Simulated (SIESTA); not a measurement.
A self-consistent single point of La5Ge3 (P6_3/mcm, 16 atoms in the cell) with SIESTA.

Method: GGA PBEsol, numerical atomic orbitals DZ, PseudoDojo PBEsol standard norm-conserving potentials (rewritten from UPF to PSML) run with SIESTA.

```
La5Ge3
1.0
    9.01628     0.00000     0.00000
   -4.50814     7.80833     0.00000
    0.00000     0.00000     6.96326
La Ge
10 6
Direct
  0.66667   0.33333   0.00000
  0.33333   0.66667   0.00000
  0.33333   0.66667   0.50000
  0.66667   0.33333   0.50000
  0.75058   0.75058   0.75000
  0.24942   0.24942   0.25000
  0.00000   0.75058   0.25000
  0.00000   0.24942   0.75000
  0.24942   0.00000   0.75000
  0.75058   0.00000   0.25000
  0.39176   0.39176   0.75000
  0.60824   0.60824   0.25000
  0.00000   0.39176   0.25000
  0.00000   0.60824   0.75000
  0.60824   0.00000   0.75000
  0.39176   0.00000   0.25000
```

Reference input (self-consistent single point, DFT, GGA PBEsol, numerical atomic orbitals DZP, PseudoDojo PBEsol standard norm-conserving potentials (rewritten from UPF to PSML)): XC.functional = GGA; XC.authors = PBEsol; potentials = PseudoDojo PBEsol standard; PAO.BasisSize = DZP; PAO.EnergyShift = 0.01 Ry; MeshCutoff = 400 Ry; kgrid.MonkhorstPack = 3 3 4; OccupationFunction = FD; ElectronicTemperature = 100 meV; MaxSCFIterations = 150; SCF.Mixer.Method = Broyden; SCF.Mixer.Weight = 0.1. This run's input differs from it in these lines:

```diff
@@ -38,3 +38,3 @@
 XC.authors                   PBEsol
-PAO.BasisSize                DZP
+PAO.BasisSize                DZ
 PAO.EnergyShift              0.01 Ry
```

Log, with long lists cut:

```
        iscf     Eharris(eV)        E_KS(eV)     FreeEng(eV)     dDmax    Ef(eV) dHmax(eV)
   scf:    1   -24069.276314   -24107.027547   -24107.564495  1.434515 -4.613226  3.175478
   scf:    2   -24110.604301   -24109.318425   -24109.837533  0.066091 -4.663679  1.875146
   scf:    3   -24110.474645   -24109.954320   -24110.484449  0.042076 -4.704079  1.528968
   scf:    4   -24110.667191   -24110.415916   -24110.979890  0.074841 -4.775273  0.908111
   scf:    5   -24110.531283   -24110.498015   -24111.067769  0.066343 -4.824285  0.124309
   scf:    6   -24110.528056   -24110.516552   -24111.085468  0.004947 -4.827296  0.048239
   [... lines left out ...]
   scf:    8   -24110.520808   -24110.521934   -24111.089730  0.001853 -4.827699  0.017595
   scf:    9   -24110.522203   -24110.522086   -24111.089772  0.000675 -4.826059  0.004998
   scf:   10   -24110.521829   -24110.521960   -24111.089780  0.000211 -4.825811  0.001190
   scf:   11   -24110.521936   -24110.521948   -24111.089781  0.000035 -4.825822  0.000677
   scf:   12   -24110.521951   -24110.521950   -24111.089781  0.000012 -4.825804  0.000542
   scf:   13   -24110.521952   -24110.521951   -24111.089781  0.000013 -4.825783  0.000409
   scf:   14   -24110.521952   -24110.521951   -24111.089781  0.000009 -4.825772  0.000351
SCF Convergence by DM+H criterion
max |DM_out - DM_in|         :     0.0000087920
max |H_out - H_in|      (eV) :     0.0003507455
SCF cycle converged after 14 iterations

Using DM_out to compute the final energy and forces

siesta: E_KS(eV) =           -24110.5220

siesta: E_KS - E_eggbox =    -24110.5220

siesta: Atomic forces (eV/Ang):
     1   -0.000037    0.000021   -0.000000
     2    0.000037   -0.000021    0.000000
     3    0.000037   -0.000021   -0.000000
     4   -0.000037    0.000021    0.000000
     5   -0.076474   -0.132456   -0.000000
     6    0.076474    0.132456   -0.000000
     7    0.076494   -0.132555    0.000000
     8   -0.076494    0.132555    0.000000
     9    0.153043    0.000032   -0.000000
    10   -0.153043   -0.000032    0.000000
    11    0.039944    0.069185    0.000000
   [... lines left out ...]
siesta: FreeEng =    -24111.089781
   [... lines left out ...]
siesta:     0.014694    0.000079    0.000000
siesta:     0.000079    0.014785    0.000000
siesta:     0.000000    0.000000    0.027903

siesta: Cell volume =        490.227929 Ang**3

siesta: Pressure (static):
siesta:                Solid            Molecule  Units
siesta:          -0.00020833         -0.00018950  Ry/Bohr**3
siesta:          -0.01912762         -0.01739879  eV/Ang**3
siesta:         -30.64583017        -27.87593358  kBar
```

The run converged in 14 iterations. Against the reference run the pressure goes from -1.48 to -3.06 GPa and the largest force goes from 0.114 to 0.153 eV/Å.

The starting cell comes from a database of computed structures (which also holds hypothetical and non-ambient phases and stackings), without a prior relaxation at this level. Values carry the incompleteness of an atom-centred basis.

Cost on one core of a shared machine: roughly 2 min.
